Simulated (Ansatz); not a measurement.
The parent structure is HgS in the zinc blende structure (space group F-43m, No. 216; a = 5.876 Å).

The values are results of PBEsol, PAW, 420 eV (Ansatz, a program for electronic structure; without spin-orbit coupling), earlier PAW set, not measurements.

For the base:

```
Quantity            Value
---------------  --------
Volume per atom  25.36 Å³
```

Now apply this change: every Hg is replaced by Au; the structure is relaxed again.

Task: What does the calculation give for the volume per atom after the change?

Result: The volume per atom drops by 3.83 Å³ (25.36 Å³ → 21.53 Å³).

Stability against distortions was not tested. As relaxed here, AuS is a hypothetical phase, not in the database extracts checked. All final runs are without spin polarisation. An odd electron count without spin: AuS.
